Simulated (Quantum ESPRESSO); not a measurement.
Variants of one calculation on TiBr2 (Pnma, 12 atoms in the cell)

```cif
data_Br8Ti4
_chemical_formula_sum 'Ti4 Br8'
_space_group_name_H-M_alt 'Pnma'
_space_group_IT_number 62
_space_group_name_Hall '-P 2ac 2n'
_cell_length_a 7.27559
_cell_length_b 4.32903
_cell_length_c 8.63591
_cell_angle_alpha 90.000
_cell_angle_beta 90.000
_cell_angle_gamma 90.000
loop_
_atom_site_label
_atom_site_type_symbol
_atom_site_symmetry_multiplicity
_atom_site_Wyckoff_symbol
_atom_site_fract_x
_atom_site_fract_y
_atom_site_fract_z
_atom_site_occupancy
Ti1 Ti 4 c 0.23770 0.25000 0.90410 1
Br1 Br 4 c 0.12500 0.25000 0.57830 1
Br2 Br 4 c 0.02020 0.25000 0.16300 1
```

Base run A: PBE, SSSP 1.1.2 efficiency (PBE) pseudopotentials (Quantum ESPRESSO), self-consistent single point.

Its settings: ecutwfc = 50 Ry; ecutrho = 400 Ry; occupations = smearing; smearing = fd; degauss = 0.0073499 Ry; potentials = {Ti: ti_pbe_v1.4.uspp.F.UPF, Br: br_pbe_v1.4.uspp.F.UPF}; K_POINTS = automatic 4 6 3 0 0 0; conv_thr = 1e-10 Ry.

The starting cell was generated: these elements placed on a structure prototype, without a prior relaxation; it need not be a known phase or ordering of this composition. Spin polarisation is off, so a magnetic state, if there is one, cannot be reached.

ΔF is the free energy per atom less that of run A. A dash stands where there is no value to compare (another energy zero or no entropy term, no result, no spin, no clean gap, or a mesh too coarse for one). Absolute energies have different zeros for different potentials, functionals, Hubbard and dispersion terms and are not compared across them.

```json
[
 {"run": "A", "change": "base", "ΔF (meV/atom)": "0.00", "pressure (GPa)": "-0.51", "largest force (eV/Å)": "0.906", "k-points": "24"},
 {"run": "B", "change": "input_dft: default → blyp [BLYP]", "ΔF (meV/atom)": "–", "pressure (GPa)": "3.80", "largest force (eV/Å)": "0.965", "k-points": "24"},
 {"run": "C", "change": "smearing: fd → cold; degauss: 0.0073499 Ry → 0.02205 Ry", "ΔF (meV/atom)": "25.3", "pressure (GPa)": "-0.62", "largest force (eV/Å)": "0.910", "k-points": "24"},
 {"run": "D", "change": "conv_thr: 1e-10 Ry → 7.3e-05 Ry", "ΔF (meV/atom)": "0.04", "pressure (GPa)": "-1.20", "largest force (eV/Å)": "0.907", "k-points": "24"},
 {"run": "E", "change": "K_POINTS: automatic 4 6 3 0 0 0 → automatic 3 4 2 1 1 1", "ΔF (meV/atom)": "0.19", "pressure (GPa)": "-0.50", "largest force (eV/Å)": "0.906", "k-points": "4"},
 {"run": "F", "change": "mixing_ndim: default → 16", "ΔF (meV/atom)": "0.00", "pressure (GPa)": "-0.51", "largest force (eV/Å)": "0.906", "k-points": "24"},
 {"run": "G", "change": "diago_david_ndim: default → 4", "ΔF (meV/atom)": "0.00", "pressure (GPa)": "-0.51", "largest force (eV/Å)": "0.906", "k-points": "24"},
 {"run": "H", "change": "conv_thr: 1e-10 Ry → 1e-09 Ry", "ΔF (meV/atom)": "0.00", "pressure (GPa)": "-0.51", "largest force (eV/Å)": "0.906", "k-points": "24"}
]
```

Run D against A: The free energy is nearly the same (within 1 meV/atom), the pressure goes from -0.51 to -1.20 GPa and the largest force hardly changes (0.906 to 0.907 eV/Å).

Run B against A: The pressure goes from -0.51 to 3.80 GPa and the largest force goes from 0.906 to 0.965 eV/Å.
